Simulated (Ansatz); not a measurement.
ZrS2: isotropic strain −2.00 %

Consider ZrS2 in the CdI2 type structure (space group P-3m1, No. 164; a = 3.578 Å, c = 5.540 Å; layered, stacked along the Cartesian z axis).

It is then changed as follows: the cell is scaled by 0.9800 in all directions; the atoms relax in the strained cell.

All numbers come from PBEsol-D3(BJ) (Ansatz, a first-principles code, PAW, without spin-orbit coupling). Γ-centred 11×11×6 mesh, Fermi–Dirac width 0.05 eV.

- Space group = P-3m1 (No. 164) (base P-3m1 (No. 164))
- Energy relative to the base (free energy F) = +13 meV/atom
- Pressure (mean of the normal stresses, compression positive) = 3.6 GPa (base 0.0 GPa)
- Band gap = zero (base 0.29 eV)
- Largest internal atomic displacement = 0.054 Å

Final structure:

```yaml
crystal:
  lattice:
    - [3.50652, 0.00000, 0.00000]
    - [-1.75326, 3.03673, 0.00000]
    - [0.00000, 0.00000, 5.42933]
  atoms:
    - { symbol: Zr, position: [0.00000, 0.00000, 0.00000] }
    - { symbol: S, position: [0.33333, 0.66667, 0.27473] }
    - { symbol: S, position: [0.66667, 0.33333, 0.72527] }
```

A case with no gap was solved on a k-mesh chosen for an insulator, which is coarse for it. Whether these cells are dynamically stable was not tested. The final runs are not spin-polarised. The zero or small gap of ZrS2 can change with the level of theory.
